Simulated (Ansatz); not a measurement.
# HfN: uniaxial strain ε_xx = −0.96 %

The reference is HfN in the rock salt structure (space group Fm-3m, No. 225; a = 4.502 Å; relaxed with 0.1 eV smearing). Axes: x, y, z lie along the cube axes.

Perturbation: the cell is compressed by 0.96 % along x with no lateral relaxation; the atoms relax in the strained cell.

Method: PBEsol (Ansatz, a program for electronic structure), no spin-orbit coupling. Γ-centred 22×22×22 mesh, Fermi–Dirac width 0.1 eV.

The space group goes from Fm-3m (No. 225) to I4/mmm (No. 139) and the shortest interatomic distance falls by 0.022 Å (2.251 Å → 2.229 Å). The energy goes up by 2.1 meV/atom and the band gap stays zero. The stress (xx, yy, zz, yz, xz, xy; compression positive) amounts to (6.4, 1.1, 1.1, 0.0, 0.0, 0.0) GPa.

Final structure:

```xyz
2
Lattice="0.0000 2.2509 2.2509 2.2293 0.0000 2.2509 2.2293 2.2509 0.0000" Properties=species:S:1:pos:R:3 pbc="T T T"
N      0.0000     0.0000     0.0000
Hf     2.2293     2.2509     2.2509
```

No phonon test of stability was made. All final runs are without spin polarisation. An odd electron count without spin: HfN.
